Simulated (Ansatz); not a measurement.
We consider CsGeBr₃ (R3m, No. 160; cell taken from a computed entry), described by HSE06 in Ansatz (plane waves, PAW).

Settings: plane-wave cutoff 460 eV, 4×4×4 k mesh, Fermi–Dirac smearing 0.01 eV, scalar-relativistic PAW data made under PBE.

Cell (relaxed with PBEsol):

```
CsBr3Ge
1.0
    3.88373     2.24227     3.22195
   -3.88373     2.24227     3.22195
    0.00000    -4.48455     3.22195
Cs Ge Br
1 1 3
Direct
  0.00315   0.00315   0.00315
  0.48561   0.48561   0.48561
  0.01704   0.50608   0.50608
  0.50608   0.01704   0.50608
  0.50608   0.50608   0.01704
```

Give the computed band gap and direct gap at Γ.


- band gap = 1.21 eV (on the SCF k mesh)
- direct gap at Γ = 6.60 eV

Note: cell and atoms aren't relaxed at this level (largest force component 0.19 eV/Å, pressure 1.4 GPa).

Spin–orbit coupling is not included.

Ansatz is a program for electronic structure.
